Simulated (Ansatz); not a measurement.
Structures of equal composition on the (0001) surface of 4H silicon carbide (Si plane on top): (√3x√3)R30° Ga adatom at H3; (√3x√3)R30° Ga adatom at T4. The slabs share one bottom face, and each structure is named by its start. These are constructed structures in small cells; real faces may alloy, dewet or reconstruct in larger ones, and not all known structures of the face are among them. Slabs of about 10 Å, Fermi-Dirac smearing of 0.025 eV. Bottom of the slabs: H caps. Relaxed from the named starts with such symmetry as they have, on meshes of like density; energies extrapolated to zero smearing; spin only where a row says so; no spin-orbit coupling, no U. Brackets mark spin-polarised runs, whose order is one that fits the cell. Where a second, spin-polarised start was run, the lower counts.

Level of theory: HSE06, at the PBE geometry (plane waves to 420 eV, PAW; Ansatz, a program for electronic structure).

Question: Put the candidates in order of energy per 1x1 cell, lowest first, for HSE06, at the PBE geometry.

Answer: (√3x√3)R30° Ga adatom at T4 (0.000 eV), (√3x√3)R30° Ga adatom at H3 (0.205 eV)
